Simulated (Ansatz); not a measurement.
GaP (I-4m2), Ansatz (an electronic-structure program) with r2SCAN with spin-orbit coupling, rigid bands: Condition of this run: uniaxial stress along [001] of -9.8 GPa (compression positive) (the target of the relaxation). band gap 1.31 eV, N_c = 2.44e19 cm⁻³ and N_v = 1.26e19 cm⁻³ at 300 K, conductivity masses along x (a = (0.00, 2.66, 2.97) Å; b = (2.66, 0.00, 2.97) Å; c = (2.66, 2.66, 0.00) Å) of 0.367 mₑ (electrons) and 0.298 mₑ (holes). Take k_BT = 0.02585 eV.

### Question
Find the intrinsic carrier density and the intrinsic Fermi level.

### Answer
n_i = √(N_c N_v) exp(−E_g/2k_BT) = 1.75e19 × exp(−25.34) = 1.7e8 cm⁻³. The level lies (k_BT/2) ln(N_v/N_c) = -9 meV from mid-gap (positive towards the conduction band). Each 0.1 eV added to the gap lowers n_i by a factor of 6.9.

### Question
A film of it is 2 nm thick, with its normal along the direction named. Estimate the confinement energies in an infinite well.

### Answer
ħ²π²/(2m t²) = 0.376 eV·nm²/(m/mₑ × t²) gives 256 meV for electrons and 315 meV for holes, so the gap would widen to about 1.88 eV. Finite barriers and nonparabolic bands lower this, and with several valleys or bands the heaviest mass along the normal sets the lowest level, not this average.

### Question
What built-in voltage has an abrupt junction with N_A = 1e16 and N_D = 1e17 cm⁻³, all dopants ionised?

### Answer
V_bi = E_g/e − (k_BT/e) ln(N_c N_v/(N_A N_D)) = 1.31 − 0.02585 × 12.64 = 0.98 V. It follows the computed gap one for one.

Rigid, parabolic bands with the computed gap; masses take one relaxation time for all states. Geometry: cell and atoms relaxed with PBEsol.
